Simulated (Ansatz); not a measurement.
The starting structures come from a database of crystals and need not be the phases stable at ambient conditions.

The decay constant κ of evanescent states in the gap governs leakage through a thin film.

Input:

```xyz
7
Lattice="6.4068 0.0000 0.0000 0.0000 8.1689 0.0000 3.2034 0.0000 1.8495" Properties=species:S:1:pos:R:3 pbc="T T T"
Y      4.2712     5.5346     0.0000
Y      2.1356     2.6343     0.0000
C      0.0000     0.0000     0.0000
N      0.0000     1.2266     0.0000
N      0.0000     6.9423     0.0000
O      4.2712     3.2403     0.0000
O      2.1356     4.9286     0.0000
```

Space group of this cell: P-3m1. The cell is taken as given; by r2SCAN its mean pressure is 0.8 GPa.

Transport runs along the normal of the first two printed cell vectors, the (110) plane of the conventional cell.

No gap correction and no spin-orbit coupling; mid-gap values are interpolated between computed energies.

Problem. Estimate the band gap and the smallest decay constant κ at mid-gap that r2SCAN in Ansatz (an electronic-structure program) returns for this system.

Solution. Gap 4.39 eV on a 16×4×16 mesh; κ = 0.465 1/Å, at the zone centre.
